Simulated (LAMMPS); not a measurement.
LAMMPS 22 Jul 2025, classical MD, Buckingham with full ionic charges: MgO, 110592 atoms.

```
Item                                                                                              Result
-----------------------------------------------  -------------------------------------------------------
task                                                                                             MD, nve
potential                                                             Buckingham with full ionic charges
copies of the repeat unit                                                                       24×24×24
shape (slab and sphere leave vacuum in the box)                                                     bulk
temperature                                                                                       1200 K
steps                                                                                                150
timestep                                                                                            1 fs
neighbor skin                                                                                        2 Å
neigh_modify                                                                   every 1 delay 0 check yes
thermo                                                                                               100
kspace_style                                                                                        pppm
kspace_accuracy                                                                                   0.0001
pair cutoff                                                                                         10 Å
newton                                                                                      on (default)
atom_modify sort (bins of 2 Å where set)                                                  1000 (default)
comm_style                                                                               brick (default)
kspace_modify                                                                  order 5 diff ik (default)
box                                                                              101.1 × 101.1 × 101.1 Å
start                                              generated rock salt lattice, warmed in an untimed run
compared values                                  energy and forces of the first step, drift over the run
```

Hardware: Arm Neoverse V2, 96 cores on 1 socket, no SMT, 1 L3 cache group.

Wall times, medians of two to five repeats, each run alone on the node (launch to exit). Unless noted, each process is bound to its own block of adjacent cores. The times hold for this build (PyPI wheel: MPICH, OPENMP and OPT packages). Scratch files lie in a memory file system. A preparatory run goes ahead and isn't timed.

Started as
```bash
# ahead of the timed run: OMP_NUM_THREADS=1 mpirun -np 48 lmp -in in.warm -log none -nocite
OMP_NUM_THREADS=1 mpirun -np 32 lmp -in in.lmp -log log.lammps -nocite
```
(32 ranks, suffix = none (plain styles) (default)) it takes 3.9 s and 0 neighbour list builds.

Task: Predict the time once the run is changed to 8 ranks × 4 threads, suffix = omp.

Result: About 5.1 s (3 runs within 1 %): 1.3× as long. The largest move is in long-range solver (Kspace): 0.88 s to 2.2 s. What the program resolved moves too: grid of ranks from 4 by 2 by 4 to 2 by 2 by 2. Change in the result: energy equal as printed, forces on 48 atoms equal as printed, drift of the total energy equal as printed.
